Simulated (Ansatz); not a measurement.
Cell and atoms of amorphous Si24O49Mg:

```xyz
74
Lattice="10.2117 -0.0683 0.3472 -0.0683 10.4345 -0.0903 0.3472 -0.0903 10.4372" Properties=species:S:1:pos:R:3 pbc="T T T"
Si     1.6338     8.0174     5.7452
Si     1.9331     1.5699     3.5691
Si     3.9947     2.0957     5.9114
Si     4.2656     6.9292     4.2622
Si     6.8353     2.0123     4.8210
Si     5.0086    10.2080     7.5743
Si     0.6733     4.0586     2.4664
Si     8.7280     3.6674     6.6402
Si     9.9849     5.8217     4.8279
Si     2.5394     7.0192     8.3898
Si    10.1686     1.6662     8.5620
Si     4.1712     5.3350     1.8165
Si     6.3750     4.9358     0.7939
Si     7.4650    10.0246     6.0930
Si     1.1491     9.7611     1.5279
Si     4.0060     9.0146    10.1263
Si     6.5077     5.1978     8.2172
Si     5.9477     7.6057     6.5312
Si     2.0748     5.0709    10.3635
Si     9.4579     1.1700     0.3505
Si     0.4437     0.3563     5.7273
Si     5.7543     8.0610     1.8465
Si     3.5631     4.3199     7.9315
Si     8.0790     3.0479     2.3066
O      7.5244     4.6150     7.1421
O      9.8045     4.5708     5.8817
O      3.2302     3.2743     6.7430
O      0.3836     7.0737     5.4260
O     10.1976     0.1811     1.3564
O      3.7672     7.6522     9.2513
O      8.1081     2.5357     5.6663
O      4.0168     5.5315     3.4027
O      1.8395     8.0646     7.3793
O      6.9300     0.3713     4.8644
O      3.1344     5.8159     7.4464
O      7.6346     4.4994     1.6643
O      9.4483     3.2883     3.1182
O      7.2456     8.4113     5.9510
O      0.5790     1.4028     4.4860
O      0.9501     5.3064     3.4549
O      9.3882     2.9326     7.9262
O      5.1564     4.3076     8.2552
O      7.2940     8.3174     1.9071
O      4.1160     0.8079     6.8844
O      1.3435     9.5465     5.3049
O      8.7304     6.3263     4.0006
O      5.4780     2.6018     5.4823
O      8.2622     1.9639     1.1213
O      0.9413     1.0752     7.1080
O      1.5093     6.3299     9.4841
O      2.1098     0.2795     2.6250
O      2.7698     4.0079     9.3311
O      6.9021     2.5270     3.2856
O      4.8885     8.0311     3.2331
O      0.6064     4.5327     0.8955
O      4.8545     8.8509     0.7629
O      0.4713     8.4883     2.1814
O      9.0520    10.2606     6.2151
O      4.8135     8.7319     6.8798
O      9.1992     0.5333     9.3343
O      2.8893     5.7281     0.9660
O      4.5604    10.1863     9.1304
O      2.9182     7.4979     4.9047
O      2.2275     9.4813     0.3183
O      1.8370     2.9313     2.6605
O      5.5424     6.3545     1.3635
O      0.6623     2.1670     9.6471
O      6.2971     6.7708     7.8833
O      6.6743     0.1414     7.4807
O      5.0180     4.0654     1.1969
O      3.2119     1.7139     4.5557
O      5.3576     6.5769     5.4160
O      7.1546     5.0852     9.7190
Mg     8.9105     7.7709     2.7760
```

Computed with PBE, scalar-relativistic without spin-orbit coupling (plane waves to 420 eV, PAW; Ansatz, a program for electronic structure).

It comes from a melt-quench run on a machine-learned potential (CHGNet), relaxed afterwards by DFT. O atoms were pushed apart under 1.9 Å during the dynamics, to hinder bonds among them. The hot cell started wider than the set density and was brought back towards it in steps. It is the lowest in DFT energy of 2 quenches. It is a model cell: composition and starting density were chosen by hand, and all elements were melted together. No dispersion term was used. Its density started from a set value of 2.22 and ended at 2.22 g/cm³. The quench (nominally 400 K/ps over its main leg) was far faster than any real one, so the model tends to hold more defects than a real film. Values belong to this one cell and scatter from quench to quench. The volume was held where the preparation left it and the shape relaxed, at a PBE pressure of 2.4 GPa. Stress components on the final sampling reach 2.4 GPa.

Bonds are counted up to Si-Si 2.60 Å, Si-O 1.94 Å, Si-Mg 2.82 Å, O-O 1.58 Å, O-Mg 2.48 Å, Mg-Mg 3.19 Å. Two cations that share two anions don't count as bonded, nor two that share one unless they lie closer than Si-Si 2.38 Å, Si-Mg 2.74 Å, Mg-Mg 3.10 Å.

Task: Give the coordination numbers, mean bond lengths and angles.

Result: 
```yaml
Mean coordination of Si by anions: 4.00 (24 with 4)
Mean coordination of O: 2.02 (48 with 2, 1 with 3)
Mean coordination of Mg by anions: 3.00 (1 with 3)
Mean Si-O bond: 1.631 Å (spread 0.032 Å, 96 counted)
Mean O-Mg bond: 1.907 Å (spread 0.006 Å, 3 counted)
Bond angle at Si: mean 109.4°, spread 5.1°
Bond angle at O: mean 134.2°, spread 17.5°
```

Task: Which atoms depart from the most common coordination of their element?

Result: O66 has 3 (Si13 1.74 Å, Si12 1.77 Å, Si22 1.79 Å).

Task: List the pairs of like atoms that count as bonded by the rules above.

Result: There are none by these rules.
